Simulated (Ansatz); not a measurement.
A self-consistent single point of YZr (Fd-3m, 4 atoms in the cell) with Ansatz (a program for electronic structure).

Computed with PBE (plane waves, PAW; Ansatz).

```
YZr
1.0
    0.00000     3.71492     3.71492
    3.71492     0.00000     3.71492
    3.71492     3.71492     0.00000
Y Zr
2 2
Direct
  0.75000   0.75000   0.75000
  0.50000   0.50000   0.50000
  0.00000   0.00000   0.00000
  0.25000   0.25000   0.25000
```

Reference input (self-consistent single point, DFT, PBE, plane waves, default PAW files): basis.ecutwfc = 420 eV; kpoints.mp_grid.grid = 10 10 10; hamiltonian.xc = pbe; hamiltonian.pseudopotentials = {kind: paw} (the program's default PAW files); scf.occupations.method = methfessel_paxton; scf.occupations.width = 0.136 eV. This run's input differs from it in these lines:

Ansatz 0.2 input:
```diff
@@ -12,3 +12,3 @@
 basis:
-  ecutwfc: 420.0
+  ecutwfc: 335.0
 kpoints:
```

Output (repeated stretches shortened):

```
SCF iter   1: F=—  HF=-16064.038237 eV  |F-HF|=—  |Δ(HF+E_count)|=         —  Δρ=3.57e-3  dr2=1.92e-2  ethr=1.77e-3  ⟨swp⟩=4.3  Hψ=10578  notcnv=0
all-band conjugate gradients solve this SCF's bands
automatic band count: the SCF goes on with 33 bands, as 28 were too few: the levels above may hold too much charge
preconditioner: auto → Kerker (q_TF=auto, 2.387 Å⁻¹)
   [... lines left out ...]
SCF iter   4: F=—  HF=-16064.031707 eV  |F-HF|=—  |Δ(HF+E_count)|=   1.21e-5  S|Δr|=    0.00e0  Δρ=1.58e-4  dr2=1.91e-5  ethr=2.87e-7  ⟨swp⟩=2.2  Hψ=2144  notcnv=0
SCF iter   5: F=—  HF=-16064.031713 eV  |F-HF|=—  |Δ(HF+E_count)|=   6.28e-6  S|Δr|=    0.00e0  Δρ=2.04e-5  dr2=3.92e-7  ethr=4.15e-8  ⟨swp⟩=1.1  Hψ=1522  notcnv=0
SCF iter   6: F=-16064.031713 eV  HF=-16064.031713 eV  |F-HF|=1.34e-8  |Δ(HF+E_count)|=   3.91e-8  S|Δr|=    0.00e0  Δρ=5.88e-6  dr2=2.14e-8  ethr=2.17e-10  ⟨swp⟩=7.9  Hψ=6131  notcnv=0
SCF 1 converged in 6 iterations: F = -16064.031713 eV  dr2 = 2.14e-8
Stability not checked (fill_not_monotonic)
Free energy (F): -16064.031713 eV
Internal energy: -16064.034021 eV  (E = F + TS)
E sigma→0 (E₀):  -16064.032290 eV
Entropy (-TS):   0.002307 eV (0.577 meV/atom)
Fermi energy:    12.355497 eV
--- Forces (eV/Å), atoms counted from 1 ---
  atom   1  Y      0.00000000     0.00000000     0.00000000
   [... zero for the other atoms too ...]
--- Stress (GPa, compression-positive) ---
        2.593794       0.000000       0.000000
       -0.000000       2.593794       0.000000
       -0.000000       0.000000       2.593794
  P = ⅓ Tr σ = 2.5938 GPa (25.938 kbar)
  The stress holds the Pulay correction. Without it, at fixed plane waves, as pw.x and ABINIT print it: P = 2.4868 GPa
```

The run converged in 6 iterations. Against the reference run the free energy goes up by 1.5 meV/atom and the pressure stays at 2.59 GPa.

The starting cell was generated: these elements placed on a structure prototype, without a prior relaxation; it need not be a known phase or ordering of this composition. Its lattice was rescaled by a random factor within 2.5 % of one. Ansatz's pressure includes its estimate of the finite-basis (Pulay) stress. The cutoff lies below the one recommended for these files.
